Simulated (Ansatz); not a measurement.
MgTe in the zinc blende structure (space group F-43m, No. 216)

```yaml
crystal:
  lattice:
    - [0.00000, 3.25440, 3.25440]
    - [3.25440, 0.00000, 3.25440]
    - [3.25440, 3.25440, 0.00000]
  atoms:
    - { symbol: Mg, position: [0.00000, 0.00000, 0.00000] }
    - { symbol: Te, position: [0.25000, 0.25000, 0.25000] }
```

All numbers come from PBE (Ansatz, a program for electronic structure), no spin-orbit coupling, earlier PAW set. Settings: 9×9×9 k-points, 0.05 eV Fermi–Dirac smearing.

- Volume per atom: 34.47 Å³
- Density: 3.66 g/cm³
- Band gap: 2.33 eV, direct at Γ
- Electron mass: 0.17 mₑ
- Hole mass (degenerate bands, along [100]): 0.20, 0.92, 0.92 mₑ
- Lowest conduction-band minima above the VBM: Γ 2.33 eV; X along ⟨100⟩ 2.88 eV; L along ⟨111⟩ 3.17 eV
- Total energy: -4452.809 eV/atom (σ→0; compares only within this code and set-up)

Spin-orbit coupling, missing from the scalar runs, can matter with Te. Masses are band curvatures over ±0.01 Å⁻¹ around the edge. Whether these cells are dynamically stable was not tested.
